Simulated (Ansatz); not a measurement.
Effect of isotropic strain +1.50 % on PbTe

Start from PbTe in the rock salt structure (space group Fm-3m, No. 225; a = 6.534 Å).

One thing is altered: every lattice vector is stretched by 1.50 %, atoms relaxed at fixed cell.

Computed with r2SCAN (Ansatz, a program for electronic structure; PAW; 500 eV plane waves; no SOC). k-mesh 9×9×9 (Γ-centred); smearing 0.05 eV (Fermi–Dirac).

| quantity | base | changed | shift |
|---|---|---|---|
| volume per atom | 34.87 Å³ | 36.47 Å³ | +1.593 Å³ |
| space group | Fm-3m (No. 225) | Fm-3m (No. 225) | – |
| shortest interatomic distance | 3.267 Å | 3.316 Å | +0.049 Å |
| energy relative to the base (free energy F) | 0 meV/atom | +8.8 meV/atom | +8.8 meV/atom |
| pressure | 0.00 GPa | -1.70 GPa | -1.70 GPa |
| band gap | 1.09 eV | 1.17 eV | +0.08 eV |
| gap character | direct at L | direct at L | – |
| mean gap deformation potential ΔEg/Δln V | – | +1.9 eV | – |
| width of the top valence band | 2.77 eV | 2.50 eV | -0.27 eV |
| electron mass | 0.34 mₑ along k, 0.12 mₑ across (at L) | 0.36 mₑ along k, 0.12 mₑ across (at L) | – |
| hole mass | 0.57 mₑ along k, 0.088 mₑ across (at L) | 0.63 mₑ along k, 0.10 mₑ across (at L) | – |
| valley order (the lowest conduction-band minima on the path, energy above the VBM, named in the base's zone) | L along ⟨111⟩ 1.09 eV; a point along ⟨110⟩, about 0.5 Å⁻¹ from Γ 1.61 eV; a point along ⟨100⟩, about 0.3 Å⁻¹ from Γ 2.01 eV | L along ⟨111⟩ 1.17 eV; a point along ⟨110⟩, about 0.5 Å⁻¹ from Γ 1.66 eV; a point along ⟨100⟩, about 0.3 Å⁻¹ from Γ 2.06 eV | – |

With Pb and Te present, leaving out spin-orbit coupling can change the band edges. Effective masses come from finite differences of ±0.01 Å⁻¹. Along k means along the line from Γ to the band edge. No phonon test of stability was made.
